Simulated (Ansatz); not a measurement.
Start from MgSe in the rock salt structure (space group Fm-3m, No. 225; a = 5.472 Å). Axes: x, y, z lie along the cube axes.

Computed with r2SCAN/PAW in Ansatz (an electronic-structure program), scalar-relativistic without spin-orbit coupling.

It is then changed as follows: an isotropic linear strain of +0.50 %; the atoms relax in the strained cell.

Question: Predict the stress tensor and what it implies for the stiffness.

Answer: Stress of the strained cell less that of the base (GPa, compression positive):
```
  -0.96    0.00    0.00
   0.00   -0.96    0.00
   0.00    0.00   -0.96
```

Then B = −ΔP/(ΔV/V₀) with ΔV/V₀ = 0.0151 gives secant stiffness values (nonlinear terms included at this strain): B ≈ 64 GPa.

Stability against distortions was not tested.
